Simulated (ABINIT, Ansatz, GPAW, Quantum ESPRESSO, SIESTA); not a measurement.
One structure in several programs: Be (P6_3/mmc, 2 atoms in the cell)

Self-consistent single point.

```yaml
crystal:
  lattice:
    - [1.14500, -1.98320, 0.00000]
    - [1.14500, 1.98320, 0.00000]
    - [0.00000, 0.00000, 3.58000]
  atoms:
    - { symbol: Be, position: [0.33333, 0.66667, 0.25000] }
    - { symbol: Be, position: [0.66667, 0.33333, 0.75000] }
```

Shared settings, as Ansatz (an electronic-structure program) writes them: kpoints.mp_grid.grid = 6 6 4; scf.occupations.method = fermi_dirac; scf.occupations.width = 0.1 eV. Potentials and cutoffs stand in the table.

```json
[
 {"code": "GPAW", "model": "PBE, GPAW PAW datasets PBE (gpaw-data 1.0.1)", "pressure (GPa)": "-1.34", "cutoff": "800 eV"},
 {"code": "SIESTA", "model": "GGA PBE, numerical atomic orbitals TZP, PseudoDojo PBE standard norm-conserving potentials (rewritten from UPF to PSML)", "pressure (GPa)": "-5.49", "cutoff": "grid 300 Ry"},
 {"code": "ABINIT", "model": "PBE, norm-conserving pseudopotentials (PseudoDojo nc-sr-05 PBE standard)", "pressure (GPa)": "-2.04", "cutoff": "1197 eV"},
 {"code": "Quantum ESPRESSO", "model": "PBE, PSlibrary ultrasoft (PBE) pseudopotentials", "pressure (GPa)": "-2.97", "cutoff": "40 Ry"},
 {"code": "Ansatz", "model": "PBE, default PAW files", "pressure (GPa)": "-2.86", "cutoff": "default"}
]
```

The spread over the programs that give each value: pressure within 4.15 GPa.

SIESTA uses small atom-centred bases, whose incompleteness enters pressures, forces and empty levels differently from a plane-wave cutoff. Ansatz's pressure is given at a fixed set of plane waves, as the other plane-wave codes print theirs; with its correction for the finite basis it is -2.82 GPa. In the pressure, GPAW (by 1.11) and SIESTA (by 3.04) lie more than 1 GPa from the median of the plane-wave programs.

On the base mesh (16 16 9) the same programs gave: Ansatz pressure -3.22 GPa; Quantum ESPRESSO pressure -3.32 GPa; ABINIT pressure -2.40 GPa; GPAW pressure -1.70 GPa; SIESTA pressure -5.38 GPa.

The values differ from the base mesh's, so the mesh still matters here: the table compares the programs at equal settings.

The starting cell has typed, rounded lattice constants, without a prior relaxation at this level.

Left out of this page: CP2K (on another mesh); Elk and FLEUR (not drawn, or without a comparable value).

Keys are those of Ansatz 0.2.
